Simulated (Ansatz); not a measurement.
**ZrSe2: response to strain**

The parent structure is ZrSe$_{2}$ in the CdI2 type structure (space group P-3m1, No. 164; a = 3.735 Å, c = 6.032 Å; layered, stacked along the Cartesian z axis).

Strains are applied to the cell and any free atomic positions relax.

Method: PBE-D3(BJ) (Ansatz, a program for electronic structure; PAW; 420 eV plane waves; scalar-relativistic without spin-orbit coupling).

Notes on the quantities. energy relative to the base: free energy F.

| isotropic strain (%) | energy relative to the base (meV/atom) |
|---|---|
| -2.5 | 18.2 |
| -2 | 11.4 |
| -1 | 2.8 |
| -0.5 | 0.7 |
| 0 | 0.0 |
| 0.5 | 0.6 |
| 2 | ? |
| 2.5 | 15.3 |
| 3 | 21.7 |

### Question
Fit ΔE = Aε² + Bε³ (ε in %) to the rows shown and predict the withheld row.

### Answer
Least squares on the printed values gives A = 2.68 and B = -0.091 meV/atom (largest residual 0.1 meV/atom); this predicts 10.0 meV/atom, and the run gives 10.0 meV/atom, in agreement.

No phonon test of stability was made. The final runs are not spin-polarised.
